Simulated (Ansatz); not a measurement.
The reference is ZnSe in the zinc blende structure (space group F-43m, No. 216).

```yaml
crystal:
  lattice:
    - [0.00000, 2.83304, 2.83304]
    - [2.83304, 0.00000, 2.83304]
    - [2.83304, 2.83304, 0.00000]
  atoms:
    - { symbol: Se, position: [0.75000, 0.75000, 0.75000] }
    - { symbol: Zn, position: [0.00000, 0.00000, 0.00000] }
```

Computed with Ansatz (a first-principles code), r2SCAN, PAW, cutoff 500 eV, scalar-relativistic without spin-orbit coupling, earlier PAW set.

Before the change:

| Property | Value |
|---|---|
| Hole mass | 0.13, 0.60, 0.60 mₑ (at Γ) |
| Band gap | 1.86 eV |
| Volume per atom | 22.74 Å³ |

Modification: cell and atoms relaxed at a pressure of 5 GPa.

Problem. Estimate the effect on the hole mass.

Solution. The hole mass (degenerate bands, along [100]) changes from 0.13, 0.60, 0.60 mₑ (at Γ) to 0.14, 0.55, 0.55 mₑ (at Γ).

Problem. What does the calculation give for the band gap after the change?

Solution. The band gap rises by 0.29 eV to 2.15 eV.

Problem. Estimate the effect on the volume per atom.

Solution. The volume per atom drops by 1.46 Å³ (22.74 Å³ → 21.28 Å³).

Load acts through the strain it causes; cell and atoms are relaxed under it. Effective masses come from finite differences of ±0.01 Å⁻¹. Stability against distortions was not tested. Tetrahedral semiconductors of this kind turn to denser phases somewhere between about 1 and 50 GPa; those were not computed, so compressed cells here can lie past the real transition.
